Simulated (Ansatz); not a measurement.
Structures of equal composition on the (000-1) surface of wurtzite ZnO (O plane on top): 2x2 Si adatom at H3; 2x2 Si adatom at T4. The slabs share one bottom face, and each structure is named by its start. These are constructed structures in small cells; real faces may alloy, dewet or reconstruct in larger ones, and not all known structures of the face are among them. Slabs of about 14 Å with all that they carry, Fermi-Dirac smearing of 0.025 eV. Bottom of the slabs: H caps. Relaxed from the named starts with such symmetry as they have, on meshes of like density; energies extrapolated to zero smearing; no spin-orbit coupling, no U. Spin-polarised runs, if any, are marked in brackets, and their order is one that fits the cell; the others ran without spin. Where a second, spin-polarised start was run, the lower counts.

Host crystal: wurtzite ZnO, with a band gap (PBE, scalar-relativistic without spin-orbit coupling).

These are r2SCAN, at the PBE geometry (plane waves to 500 eV, PAW; Ansatz, a first-principles code) values and carry that method's errors.

Problem. Order them by energy per 1x1 cell (lowest first) at the level r2SCAN, at the PBE geometry.

Solution. 2x2 Si adatom at H3 (0.000 eV, gap 0.79 eV on the mesh), 2x2 Si adatom at T4 (0.106 eV, gap 0.95 eV on the mesh)
